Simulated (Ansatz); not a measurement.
## Effect of isotropic strain +0.50 % on Al

Base system: Al in the fcc (Cu type) structure (space group Fm-3m, No. 225; a = 3.984 Å; relaxed with 0.1 eV smearing).

Perturbation: the cell is scaled by 1.0050 in all directions, atoms relaxed at fixed cell.

Computed with LDA in Ansatz (plane waves to 420 eV, PAW, without spin-orbit coupling). k-mesh 28×28×28 (Γ-centred); smearing 0.1 eV (Fermi–Dirac).

- Space group: Fm-3m (No. 225) (base Fm-3m (No. 225))
- Shortest interatomic distance: 2.831 Å (base 2.817 Å)
- Energy relative to the base (free energy F): +0.9 meV/atom
- Pressure: -1.2 GPa (base 0.0 GPa)
- Band gap: zero (base zero)

Final structure:

```
CELL_PARAMETERS angstrom
      0.00000     2.00190     2.00190
      2.00190     0.00000     2.00190
      2.00190     2.00190     0.00000
ATOMIC_POSITIONS crystal
  Al 0.00000 0.00000 0.00000
```

Stability against distortions was not tested.

Ansatz is an electronic-structure program.
